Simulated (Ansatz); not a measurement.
Cost and result by functional for the adsorption energy of OH on the 1x1 (111) surface of fcc Cu, one in a 2x2 cell, started at the site 'hollow Cu-Cu-Cu over Cu at depth 4.1 Å', in Ansatz (plane waves, PAW). Single points on the PBE structure, on one kind of machine; costs are rough ratios of the slab run's core time (references not counted) to the cheapest single point. r2SCAN's cost holds its higher cutoff (500 against 420 eV). Differences are taken against r2SCAN for comparison alone: no measured value is at hand, so the table doesn't rank accuracy.

Slab: 18 atoms, 6.2 Å thick at the start under the adsorbate (thin: gaps and levels are the slab's own); k 6x6x1, smearing 0.1 eV, dipole-corrected; 8 atoms held, the rest relaxed; no symmetry held; spin-polarised, no spin-orbit, no U, no dispersion correction. The starting moment vanished. At the end it is bonded to 3 Cu. In PBE it is, or lies within 0.03 eV of, the lowest of the starts that converged. These notes are the PBE run's. r2SCAN: The program's check for a lower electronic state was not made. Adsorption energies are against H2O(g) − ½ H2(g). A negative adsorption energy means that the adsorbate is more stable on the surface than in its reference.

```json
[
 {"functional": "RPBE", "relative cost": "1", "adsorption energy (eV)": "0.53", "less r2SCAN (eV)": "0.58"},
 {"functional": "r2SCAN", "relative cost": "2", "adsorption energy (eV)": "-0.05", "less r2SCAN (eV)": "0.00"},
 {"functional": "PBE (the relaxed run's value)", "relative cost": "–", "adsorption energy (eV)": "0.29", "less r2SCAN (eV)": "0.35"}
]
```

The values span 0.58 eV, while the single points' costs differ by a factor of roughly 2. Differences are of unrounded values.

Ansatz is a first-principles code.
